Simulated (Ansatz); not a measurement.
Base system: CuI in the zinc blende structure (space group F-43m, No. 216; a = 5.862 Å). Axes: x, y, z lie along the cube axes.

Method: LDA, PAW, 420 eV (Ansatz, an electronic-structure program; no spin-orbit coupling).

Before the change:

```
Quantity                             Value
---------------------  -------------------
Valence-band top at Γ  0.00, 0.00, 0.00 eV
```

Perturbation: a pure shear with ε_xy = ε_yx = 0.0200, atoms relaxed at fixed cell.

How does this affect the valence-band top at Γ?

The valence-band top at Γ (three highest levels, from the VBM) becomes 0.00, -0.05, -0.08 eV (base: 0.00, 0.00, 0.00 eV).

Predict the new largest internal atomic displacement.

The largest internal atomic displacement amounts to 0.027 Å.

Spin-orbit coupling, missing from the scalar runs, can matter with I. The levels and masses belong to the bands next to the band gap. The cells carry an imposed strain or load. Whether these cells are dynamically stable was not tested. The final runs are not spin-polarised.
